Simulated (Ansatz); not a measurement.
The parent structure is InSb in the zinc blende structure (space group F-43m, No. 216).

```
CELL_PARAMETERS angstrom
      0.00000     3.27796     3.27796
      3.27796     0.00000     3.27796
      3.27796     3.27796     0.00000
ATOMIC_POSITIONS crystal
  Sb 0.75000 0.75000 0.75000
  In 0.00000 0.00000 0.00000
```

All numbers come from r2SCAN, PAW, 500 eV (Ansatz, a quantum-chemistry and plane-wave program; no spin-orbit coupling).

For the base:

| Item | Value |
|---|---|
| Valley order | Γ 0.02 eV; L along ⟨111⟩ 0.77 eV; a point along ⟨100⟩, about 0.8 Å⁻¹ from Γ 1.48 eV |
| Lattice parameter a | 6.556 Å |

Modification: a hydrostatic pressure of 3 GPa.

Task: What does the calculation give for the valley order after the change?

Result: The valley order (the lowest conduction-band minima on the path, energy above the VBM, named in the base's zone) changes from Γ 0.02 eV; L along ⟨111⟩ 0.77 eV; a point along ⟨100⟩, about 0.8 Å⁻¹ from Γ 1.48 eV to Γ 0.39 eV; L along ⟨111⟩ 0.89 eV; a point along ⟨100⟩, about 0.8 Å⁻¹ from Γ 1.41 eV.

Task: Predict the new lattice parameter a.

Result: The lattice parameter a falls by 0.129 Å (6.556 Å → 6.427 Å).

Spin-orbit coupling, missing from the scalar runs, can matter with Sb. The levels and masses belong to the bands next to the band gap. Load acts through the strain it causes; cell and atoms are relaxed under it. No phonon test of stability was made. Tetrahedral semiconductors of this kind turn to denser phases somewhere between about 1 and 50 GPa; those were not computed, so compressed cells here can lie past the real transition. The final runs are not spin-polarised.
